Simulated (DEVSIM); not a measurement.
# abrupt GaAs n-p junction

Structure: abrupt GaAs n-p junction, at 300 K.

```
layer (left to right)  material  thickness (μm)  Nd (cm⁻³)  Na (cm⁻³)  τn (s)  τp (s)
---------------------  --------  --------------  ---------  ---------  ------  ------
1                          GaAs           0.170     1.6e16          -  4.2e-8  4.2e-8
2                          GaAs           0.400          -       1e14  4.2e-8  4.2e-8
```

Left contact: ohmic. Right contact: ohmic. Voltage is applied to the left contact. Recombination: SRH at mid-gap, Auger. Mobility is μmin + (μ − μmin)/(1 + (N/Nref)^α).

The device is made up for the run: typed textbook-type constants, with dimensions and the other settings drawn at random. Values at 300 K.

```tsv
parameter	GaAs
gap (eV)	1.424
affinity (eV)	4.07
permittivity	12.9
Nc (cm⁻³)	4.7e17
Nv (cm⁻³)	9e18
μn (cm²/Vs)	8500
μp (cm²/Vs)	400
μn,min	500
μp,min	20
Nref,n	6e16
Nref,p	1.5e17
αn	0.39
αp	0.38
Cn (cm⁶/s)	1e-30
Cp (cm⁶/s)	1e-30
```

Model (solved in DEVSIM): 1D drift-diffusion, Boltzmann statistics, complete ionisation; no tunnelling, impact ionisation, image-force lowering or self-heating.

```yaml
potential_step_across_the_device_at_zero_bias: 1.042 V
largest_field_in_the_device_at_zero_bias: 23000 V/cm
Dark forward voltage at 1 A/cm²: 0.738 V
Dark forward voltage at 100 A/cm²: 0.879 V
```

Dark forward current:

```csv
V (V),J (A/cm²)
-0.05,-3.8e-11
-0.10,-1.7e-10
-0.15,-7.2e-10
-0.20,-3.6e-9
-0.25,-2.0e-8
-0.30,-1.2e-7
-0.35,-7.5e-7
-0.40,-4.7e-6
-0.45,-3.0e-5
-0.50,-0.00019
-0.55,-0.0012
-0.60,-0.0073
-0.65,-0.045
-0.70,-0.27
-0.75,-1.5
-0.80,-8.4
-0.85,-42
-0.90,-180
-0.95,-630
-1.00,-1700
-1.05,-3500
```
